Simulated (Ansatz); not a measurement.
## GaN in the zinc blende structure (space group F-43m, No. 216)

```cif
data_GaN
_chemical_formula_sum 'N1 Ga1'
_space_group_name_H-M_alt 'P 1'
_space_group_IT_number 1
_cell_length_a 3.18069
_cell_length_b 3.18069
_cell_length_c 3.18069
_cell_angle_alpha 60.000
_cell_angle_beta 60.000
_cell_angle_gamma 60.000
loop_
_space_group_symop_operation_xyz
  'x, y, z'
loop_
_atom_site_label
_atom_site_type_symbol
_atom_site_fract_x
_atom_site_fract_y
_atom_site_fract_z
_atom_site_occupancy
N1 N 0.75000 0.75000 0.75000 1
Ga1 Ga 0.00000 0.00000 0.00000 1
```

Method: r2SCAN (Ansatz, a quantum-chemistry and plane-wave program, PAW, no spin-orbit coupling), earlier PAW set. Γ-centred 13×13×13 mesh, Fermi–Dirac width 0.05 eV.

```json
{
 "volume_per_atom": "11.38 Å³",
 "density": "6.11 g/cm³",
 "band_gap": "2.17 eV, direct at Γ",
 "electron_mass": "0.17 mₑ",
 "Hole mass (degenerate bands, along [100])": "0.18, 0.86, 0.86 mₑ",
 "Lowest conduction-band minima above the VBM": "Γ 2.17 eV",
 "total_energy": "-2088.188 eV/atom (σ→0; compares only within this code and set-up)"
}
```

Effective masses come from finite differences of ±0.01 Å⁻¹. Stability against distortions was not tested. This is not the structure that GaN has at room temperature and ambient pressure.
